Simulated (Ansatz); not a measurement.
Cubic perovskite KMgF3 was calculated with PBEsol-D3(BJ) in Ansatz (plane waves, PAW).

Run with plane-wave cutoff 520 eV, 8×8×8 k mesh, Fermi–Dirac smearing 0.01 eV, scalar-relativistic PAW data made under PBE.

The cell is scaled about its equilibrium volume:

| V (Å³/atom) | P (GPa) | direct gap at Γ (eV) | smallest gap on the k mesh (eV) |
|---|---|---|---|
| 11.635 | 5.50 | 8.121 | 7.803 |
| 11.882 | 3.46 | 7.953 | 7.633 |
| 12.130 | 1.63 | 7.792 | 7.471 |
| 12.378 | 0.00 | 7.638 | 7.316 |
| 12.625 | -1.46 | 7.490 | 7.168 |
| 12.873 | -2.77 | 7.349 | 7.027 |
| 13.120 | -3.95 | 7.212 | 6.891 |

The fundamental gap (7.32 eV at the equilibrium volume, with added k points) lies elsewhere than Γ–Γ.

Ansatz is a quantum-chemistry and plane-wave program.
